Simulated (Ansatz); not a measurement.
# HfSiO₄ (I4₁/amd, No. 141, 12 atoms in the cell; start COD 9000852)

Level of theory: r²SCAN+rVV10 (plane waves, PAW; Ansatz, a first-principles code).

Numerical settings: plane-wave cutoff 560 eV, 8×8×8 k mesh, Fermi–Dirac smearing 0.01 eV, scalar-relativistic PAW data made under PBE.

Cell (relaxed at this level):

```
HfO4Si
1.0
   -3.28244     3.28244     2.98301
    3.28244    -3.28244     2.98301
    3.28244     3.28244    -2.98301
Hf Si O
2 2 8
Cartesian
  0.00000   0.00000   0.00000
  0.00000   3.28244   1.49150
  0.00000   0.00000   2.98301
  3.28244   0.00000   1.49150
  2.06833   3.28244   1.07453
  3.28244  -1.21411   2.56603
  1.21411   0.00000   4.05754
  3.28244   1.21411   2.56603
  2.06833   0.00000   0.41698
  0.00000   1.21411   1.90848
  4.49655   0.00000   0.41698
  3.28244   2.06833  -1.07453
```

| Quantity | Value |
|---|---|
| band gap | 6.02 eV |
| smallest direct gap on the k points sampled | 6.41 eV |

Note: the relaxation could not lower the start's symmetry, so a distorted cell can lie lower.

Spin–orbit coupling is not included.

Computed values are for the static lattice.
